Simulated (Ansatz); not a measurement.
The starting structures come from a database of crystals and need not be the phases stable at ambient conditions.

Given:

```
CELL_PARAMETERS angstrom
      5.49189     0.00000     0.00000
      0.00000     7.82031     0.00000
      0.05813     0.00000     5.49158
ATOMIC_POSITIONS crystal
  Na 0.01185 0.25000 0.01185
  Na 0.98815 0.75000 0.98815
  Na 0.50244 0.25000 0.50244
  Na 0.49756 0.75000 0.49756
  Ta 0.50000 0.50000 0.00000
  Ta 0.50000 0.00000 0.00000
  Ta 0.00000 0.50000 0.50000
  Ta 0.00000 0.00000 0.50000
  O  0.03514 0.25000 0.45192
  O  0.96486 0.75000 0.54808
  O  0.54808 0.75000 0.96486
  O  0.45192 0.25000 0.03514
  O  0.79156 0.04037 0.79156
  O  0.20844 0.95963 0.20844
  O  0.20844 0.54037 0.20844
  O  0.79156 0.45963 0.79156
  O  0.70652 0.50000 0.29348
  O  0.29348 0.50000 0.70652
  O  0.29348 0.00000 0.70652
  O  0.70652 0.00000 0.29348
```

Space group of this cell: Cmcm. The cell is taken as given; by PBEsol its mean pressure is -0.6 GPa.

Transport runs along the normal of the first two printed cell vectors.

The gap is the functional's own, uncorrected, and κ follows it; spin-orbit coupling is left out. Mid-gap values are interpolated between the computed energies.

Predict the band gap and the smallest decay constant κ at mid-gap from PBEsol (Ansatz, a quantum-chemistry and plane-wave program).

Gap 2.44 eV on a 6×4×6 mesh; κ = 0.249 1/Å, at the zone centre.
